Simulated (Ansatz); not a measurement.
Defect migration in wurtzite GaN: interstitial Na, charge state +1. Level of theory: PBE, PAW (plane waves to 420 eV; Ansatz, a first-principles code).

72-site cell at the relaxed PBE lattice, one k-point at (0.125, 0.250, 0.250), smearing 0.01 eV, spin-restricted, no finite-size correction. Static, classical nuclei. The charge state is imposed; whether it is stable for some Fermi level was not computed. Sites that were not tried may lie lower.

Barriers: single points on a 2×2×2 k-point mesh shifted by half a step along c at the bands' geometries.

Relaxed starting cell (atoms counted from 1):

```xyz
73
Lattice="9.6554 0.0000 0.0000 -4.8277 8.3618 0.0000 0.0000 0.0000 10.4862" Properties=species:S:1:pos:R:3 pbc="T T T"
Ga     1.7591     1.0121     2.5140
Ga     1.6137     0.9266     7.8710
Ga    -0.0011     3.7116     2.6194
Ga    -0.0006     3.7231     7.8778
Ga    -1.6103     6.4991     2.6196
Ga    -1.5997     6.4925     7.8779
Ga     4.8269     0.9153     2.6227
Ga     4.8274     0.9174     7.8464
Ga     3.2082     3.7167     2.6248
Ga     3.2128     3.7138     7.8467
Ga     1.6081     6.4990     2.6194
Ga     1.5983     6.4922     7.8779
Ga     7.8950     1.0115     2.5125
Ga     8.0409     0.9263     7.8708
Ga     6.4449     3.7161     2.6239
Ga     6.4418     3.7138     7.8466
Ga     4.8264     6.3235     2.5159
Ga     4.8271     6.4920     7.8711
Ga    -0.0040     1.9305     5.2991
Ga    -0.0046     1.8642    10.4804
Ga    -1.6137     4.6474     5.2445
Ga    -1.6140     4.6479    10.4830
Ga    -3.1617     7.3988     5.3002
Ga    -3.2204     7.4333    10.4814
Ga     3.2247     1.8649     5.2512
Ga     3.2322     1.8713    10.4248
Ga     1.6051     4.6471     5.2447
Ga     1.6047     4.6478    10.4832
Ga    -0.0044     7.4343     5.2444
Ga    -0.0048     7.4348    10.4829
Ga     6.4235     1.8646     5.2507
Ga     6.4139     1.8711    10.4248
Ga     4.8239     4.6342     5.2519
Ga     4.8230     4.6267    10.4253
Ga     3.1533     7.3981     5.2997
Ga     3.2109     7.4330    10.4809
N      1.6342     0.9469     4.5901
N      1.6066     0.9324     9.8470
N     -0.0046     3.7351     4.5923
N     -0.0049     3.7206     9.8469
N     -1.5992     6.4966     4.5926
N     -1.6124     6.5046     9.8467
N      4.8236     0.9304     4.5891
N      4.8227     0.9206     9.8131
N      3.2143     3.7172     4.5898
N      3.2052     3.7236     9.8134
N      1.5898     6.4964     4.5924
N      1.6025     6.5044     9.8468
N      8.0148     0.9457     4.5888
N      8.0392     0.9321     9.8471
N      6.4326     3.7168     4.5896
N      6.4407     3.7236     9.8132
N      4.8234     6.4685     4.5910
N      4.8229     6.5030     9.8468
N     -0.0011     1.8387     1.9846
N     -0.0004     1.8581     7.2420
N     -1.6124     4.6394     1.9736
N     -1.6062     4.6421     7.2136
N     -3.2325     7.4355     1.9856
N     -3.2145     7.4243     7.2431
N      3.2912     1.8977     1.9138
N      3.2181     1.8524     7.2170
N      1.6103     4.6393     1.9740
N      1.6052     4.6417     7.2138
N     -0.0013     7.4301     1.9733
N     -0.0005     7.4226     7.2137
N      6.3632     1.8961     1.9139
N      6.4367     1.8523     7.2165
N      4.8260     4.5529     1.9142
N      4.8272     4.6391     7.2174
N      3.2302     7.4355     1.9851
N      3.2133     7.4238     7.2426
Na    -0.0024    -0.0024     3.5866
```
Cell charge +1.

End state 1 differs by these moves (Å; atoms that move under 0.08 Å are left out):

```csv
atom,element,Δx,Δy,Δz
1,Ga,-0.15,-0.09,0.10
2,Ga,0.06,0.04,0.05
13,Ga,0.15,-0.09,0.11
14,Ga,-0.06,0.03,0.05
17,Ga,0.00,0.17,0.10
18,Ga,0.00,-0.06,0.05
19,Ga,0.00,0.11,-0.16
23,Ga,0.09,-0.05,-0.16
35,Ga,-0.09,-0.05,-0.16
39,N,0.00,0.07,-0.05
41,N,0.06,-0.03,-0.05
47,N,-0.06,-0.03,-0.05
61,N,-0.07,-0.04,0.07
67,N,0.07,-0.04,0.07
69,N,0.00,0.09,0.07
73,Na,0.00,0.00,2.62
```

**Question.** Predict the forward and backward barriers to end state 1 from PBE, PAW.

**Answer.** forward 2.41 eV, backward 2.41 eV; at the saddle point atom 73 has neighbours 3 Ga at 2.19; 2 N at 2.00, N at 2.00 Å. The saddle point's order was not checked, and it lies on a symmetry element of the cell, where a band can be held.

End state 2 differs by these moves (Å; atoms that move under 0.08 Å are left out):

| atom | element | Δx | Δy | Δz |
|---|---|---|---|---|
| 1 | Ga | -0.15 | -0.26 | 0.00 |
| 3 | Ga | -0.15 | 0.09 | -0.11 |
| 9 | Ga | 0.16 | 0.08 | -0.11 |
| 13 | Ga | 0.15 | -0.09 | 0.11 |
| 17 | Ga | -0.01 | 0.18 | 0.11 |
| 19 | Ga | -0.06 | -0.11 | 0.00 |
| 25 | Ga | 0.05 | -0.04 | 0.05 |
| 27 | Ga | 0.00 | 0.07 | 0.05 |
| 35 | Ga | 0.06 | 0.03 | -0.06 |
| 57 | N | -0.07 | 0.04 | -0.06 |
| 59 | N | 0.01 | -0.09 | -0.07 |
| 61 | N | -0.09 | -0.04 | 0.07 |
| 67 | N | 0.07 | -0.04 | 0.06 |
| 69 | N | 0.08 | 0.13 | 0.00 |
| 73 | Na | 1.61 | 2.79 | 0.00 |

**Question.** Predict the forward and backward barriers to end state 2 from PBE, PAW.

**Answer.** forward 1.70 eV, backward 1.70 eV; at the saddle point atom 73 has neighbours Ga at 2.20, Ga at 2.50; N at 2.01, N at 2.24 Å. The program found a first-order saddle point.
